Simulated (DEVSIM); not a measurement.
Device: Co/TiO2/p-InP capacitor, at 250 K.

```csv
layer (left to right),material,thickness (nm),Na (cm⁻³)
1,TiO2,3.30,-
2,InP,3000,4.4e16
```

Metal gate on the left, work function 5 eV. Fixed charge at the semiconductor interface 0 cm⁻² (in units of +e); interface traps 1.5e10 cm⁻² eV⁻¹, uniform in energy, neutral level at 0.7 of the gap above the valence band.

This is a model device: material constants are rounded textbook-type values typed into the input, and sizes, dopings and lifetimes were drawn at random. Values at 300 K; Nc and Nv go as T^1.5, mobilities as T to minus their exponent, the gap by Varshni's rule with the affinity fixed.

```csv
parameter,TiO2,InP
gap (eV),3.2,1.344
affinity (eV),3.9,4.38
permittivity,60,12.5
Nc (cm⁻³),-,5.7e17
Nv (cm⁻³),-,1.1e19
Varshni α (eV/K),-,0.000363
Varshni β (K),-,162
```

Model (solved in DEVSIM): 1D Poisson equation in equilibrium, Boltzmann statistics, complete ionisation; no quantum confinement or tunnelling. Metal contacts follow the ideal Schottky-Mott rule: no Fermi-level pinning, no interface dipoles.

Base results: minimum of the low-frequency capacitance (μF/cm²) 0.0634; flat-band voltage (V) -0.63.

What follows from this one change: gate work function 5 → 5.3 eV?

minimum of the low-frequency capacitance little changed (0.0634 μF/cm²); flat-band voltage -0.63 → -0.33 V.

What follows from this one change: temperature 250 → 400 K?

minimum of the low-frequency capacitance 0.0634 → 0.0719 μF/cm²; flat-band voltage -0.63 → -0.49 V.

What follows from this one change: substrate doping 4.4e+16 → 4.4e+15 cm^-3?

minimum of the low-frequency capacitance 0.0634 → 0.0227 μF/cm²; flat-band voltage -0.63 → -0.58 V.

What follows from this one change: fixed charge 0 → -4.2e+13 cm^-2?

minimum of the low-frequency capacitance little changed (0.0630 μF/cm²); flat-band voltage -0.63 → -0.20 V.
